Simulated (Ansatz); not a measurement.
Here is the system:

End structure of the (100) surface of rock-salt TiC, Mo on all Ti sites of the second plane (bottom of the slab: a bare face, its two planes held):

```
CELL_PARAMETERS angstrom
      3.06391     0.00000     0.00000
      0.00000     3.06391     0.00000
      0.00000     0.00000    27.00000
ATOMIC_POSITIONS crystal
  C  0.00000 0.00000 0.30073
  Ti 0.50000 0.50000 0.30073
  C  0.50000 0.50000 0.38097
  Ti 0.00000 0.00000 0.38097
  C  0.00000 0.00000 0.46056
  Ti 0.50000 0.50000 0.46093
  C  0.50000 0.50000 0.54092
  Ti 0.00000 0.00000 0.54092
  C  0.00000 0.00000 0.62166
  Mo 0.50000 0.50000 0.62024
  C  0.50000 0.50000 0.70305
  Ti 0.00000 0.00000 0.69826
```

Set-up: 12 atoms, 10.8 Å thick at the start with caps and adatoms (thin: gaps and levels are the slab's own); mesh 12x12x1; 0.1 eV smearing; dipole correction on; single point; on the structure that PBE left under its start's symmetry; no spin, no spin-orbit, no U. In PBE it lies 0.34 eV a 1x1 cell over the lowest computed structure of the same composition (Mo on all Ti sites of the top plane).

Problem. Give the work function of the top face at the level r2SCAN, at the PBE geometry run with Ansatz (a first-principles code).

Solution. 4.12 eV
